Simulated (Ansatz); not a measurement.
Consider NbN in the rock salt structure (space group Fm-3m, No. 225; a = 4.4212 Å).

The values are results of plane-wave PAW DFT at the PBE level (Ansatz, a quantum-chemistry and plane-wave program, 420 eV), no spin-orbit coupling, earlier PAW set, not measurements.

For the base:

The shortest interatomic distance is 2.211 Å and the band gap is zero. The gap character comes out as absent.

The change: full substitution Nb → Y, then cell and atoms are relaxed.

Tabulated Pauling electronegativity and covalent radius: Nb 1.60, 1.64 Å; Y 1.22, 1.90 Å.

Predict the new shortest interatomic distance, band gap, gap character and electron mass.

The shortest interatomic distance grows by 0.242 Å, from 2.211 Å to 2.453 Å; the band gap changes from zero to 0.21 eV; the gap character changes from absent to indirect, Γ → X; the electron mass amounts to 1.3 mₑ along k, 0.11 mₑ across (at X).

Masses are band curvatures over ±0.01 Å⁻¹ around the edge. Along k means along the line from Γ to the band edge. Stability against distortions was not tested. The final runs are not spin-polarised. A zero or small gap of YN can be the functional's error rather than a property of the material.
